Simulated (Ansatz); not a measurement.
Worked example: self-consistent single point of a defect of Rb (1 atoms in the cell) in Ansatz (a first-principles code).

Method: LDA (PW92), default PAW files made with PBE (plane waves; Ansatz).

The change in words: 2 x 1 x 1 supercell, one Rb atom taken out, nothing relaxed; kpoints.mp_grid.grid: 8 8 8 → 4 8 8. Reference geometry:
```xyz
1
Lattice="-2.8335 2.8335 2.8335 2.8335 -2.8335 2.8335 2.8335 2.8335 -2.8335" Properties=species:S:1:pos:R:3 pbc="T T T"
Rb     0.0000     0.0000     0.0000
```

Reference input (self-consistent single point, DFT, LDA (PW92), plane waves, default PAW files made with PBE): basis.ecutwfc = 420 eV; kpoints.mp_grid.grid = 8 8 8; hamiltonian.xc = lda; hamiltonian.pseudopotentials = {kind: paw} (the program's default PAW files); scf.occupations.method = fermi_dirac; scf.occupations.width = 0.1 eV. This run's input differs from it in these lines:

Ansatz 0.2 input:
```diff
@@ -2,3 +2,3 @@
   lattice:
-    - [-2.833475, 2.833475, 2.833475]
+    - [-5.666950, 5.666950, 5.666950]
     - [2.833475, -2.833475, 2.833475]
@@ -6,3 +6,3 @@
   atoms:
-    - { symbol: Rb, position: [0.000000, 0.000000, 0.000000] }
+    - { symbol: Rb, position: [0.500000, 0.000000, 0.000000] }
 basis:
@@ -10,3 +10,3 @@
 kpoints:
-  mp_grid: { grid: [8, 8, 8] }
+  mp_grid: { grid: [4, 8, 8] }
 hamiltonian:
```

Output, abridged:

```
SCF iter   1: F=—  HF=-3170.486650 eV  |F-HF|=—  |Δ(HF+E_count)|=         —  Δρ=1.89e-3  dr2=3.58e-3  ethr=1.77e-3  ⟨swp⟩=8.5  Hψ=4267  notcnv=0
all-band conjugate gradients solve this SCF's bands
preconditioner: auto → LDOS
SCF iter   2: F=—  HF=-3170.488629 eV  |F-HF|=—  |Δ(HF+E_count)|=   1.98e-3  Δρ=4.55e-4  dr2=6.67e-4  ethr=3.98e-5  ⟨swp⟩=2.4  Hψ=1237  notcnv=0
SCF iter   3: F=—  HF=-3170.488586 eV  |F-HF|=—  |Δ(HF+E_count)|=   4.26e-5  Δρ=1.47e-4  dr2=1.24e-4  ethr=7.41e-6  ⟨swp⟩=2.1  Hψ=758  notcnv=0
SCF iter   4: F=—  HF=-3170.488597 eV  |F-HF|=—  |Δ(HF+E_count)|=   1.14e-5  Δρ=6.45e-5  dr2=1.03e-5  ethr=1.38e-6  ⟨swp⟩=2.6  Hψ=746  notcnv=0
SCF iter   5: F=—  HF=-3170.488635 eV  |F-HF|=—  |Δ(HF+E_count)|=   3.75e-5  Δρ=7.99e-6  dr2=1.92e-7  ethr=1.15e-7  ⟨swp⟩=2.2  Hψ=691  notcnv=0
SCF iter   6: F=-3170.488635 eV  HF=-3170.488635 eV  |F-HF|=4.52e-9  |Δ(HF+E_count)|=   3.88e-8  Δρ=1.64e-6  dr2=1.66e-8  ethr=1.11e-9  ⟨swp⟩=6.8  Hψ=2790  notcnv=0
SCF 1 converged in 6 iterations: F = -3170.488635 eV  dr2 = 1.66e-8
Free energy (F): -3170.488635 eV
Internal energy: -3170.457295 eV  (E = F + TS)
E sigma→0 (E₀):  -3170.472965 eV
Entropy (-TS):   -0.031340 eV (-31.340 meV/atom)
Fermi energy:    -0.257327 eV
--- Forces (eV/Å), atoms counted from 1 ---
  atom   1  Rb     0.00000000     0.00000000    -0.00000000
--- Stress (GPa, compression-positive) ---
       -0.408150      -0.000000      -0.000000
       -0.000000      -0.163054       0.068963
       -0.000000       0.068963      -0.163054
  P = ⅓ Tr σ = -0.2448 GPa (-2.448 kbar)
  The stress holds the Pulay correction. Without it, at fixed plane waves, as pw.x and ABINIT print it: P = -0.2451 GPa
```

The run converged in 6 iterations. Against the reference run the free energy goes up by 261 meV/atom.

The starting cell has typed, rounded lattice constants, without a prior relaxation at this level. Its lattice was rescaled by up to half a per cent.
